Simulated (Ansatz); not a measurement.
Base system: Au in the fcc (Cu type) structure (space group Fm-3m, No. 225; a = 4.083 Å; relaxed with 0.1 eV smearing). Axes: x, y, z lie along the cube axes.

All numbers come from PBEsol in Ansatz (plane waves to 420 eV, PAW, without spin-orbit coupling).

Now apply this change: uniaxial strain ε_zz = −2.00 %, all other strain components held at zero, atoms relaxed at fixed cell.

Problem. How does this affect the energy relative to the base?

Solution. The energy rises by 4.3 meV/atom.

Problem. How does this affect the stress?

Solution. The stress (xx, yy, zz, yz, xz, xy; compression positive) amounts to (3.6, 3.6, 4.2, 0.0, 0.0, 0.0) GPa.

Whether these cells are dynamically stable was not tested.

Ansatz is a quantum-chemistry and plane-wave program.
